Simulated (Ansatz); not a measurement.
Consider BeTe in the zinc blende structure (space group F-43m, No. 216).

```
BeTe
1.0
    0.00000     2.77712     2.77712
    2.77712     0.00000     2.77712
    2.77712     2.77712     0.00000
Be Te
1 1
Direct
  0.00000   0.00000   0.00000
  0.25000   0.25000   0.25000
```

The values are results of LDA/PAW in Ansatz (a first-principles code), no SOC, not measurements.

Base values:

```
Item       Result
--------  -------
Band gap  1.79 eV
```

The change: every lattice vector is stretched by 2.00 %, atoms relaxed at fixed cell.

Question: What does the calculation give for the energy relative to the base after the change?

Answer: The energy increases by 14 meV/atom.

Question: What does the calculation give for the band gap after the change?

Answer: The band gap rises by 0.14 eV to 1.93 eV.

With Te present, leaving out spin-orbit coupling can change the band edges. The cells carry an imposed strain or load. Stability against distortions was not tested.
